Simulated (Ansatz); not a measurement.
## AuIn₂ (model structure, started from the C15 type, Fd-3m, No. 227, 6 atoms in the cell): properties by level of theory

| level (code) | equilibrium lattice constant a (Å) | cohesive energy (eV/atom) |
|---|---|---|
| LDA (Ansatz) | ? | 3.11 |
| PBE (Ansatz) | 8.528 | 2.26 |
| PBEsol (Ansatz) | ? | ? |
| r²SCAN (Ansatz) | ? | ? |

Task: Fill in the missing entries.

Result: 
- LDA (Ansatz, a program for electronic structure), equilibrium lattice constant a (Å): 8.178
- PBEsol (Ansatz), equilibrium lattice constant a (Å): 8.291
- PBEsol (Ansatz), cohesive energy (eV/atom): 2.70
- r²SCAN (Ansatz), equilibrium lattice constant a (Å): 8.405
- r²SCAN (Ansatz), cohesive energy (eV/atom): 2.41

Ansatz's density-functional and Hartree–Fock values are scalar-relativistic unless marked +SOC, with PAW data made under PBE.

Free atoms are spin-polarised, in the lowest state found; at levels without +SOC their spin–orbit coupling is left out.

A model structure was made by putting elements into a prototype or built by hand; it is no filed structure, need not be a known phase, and can be a saddle point held by its symmetry.
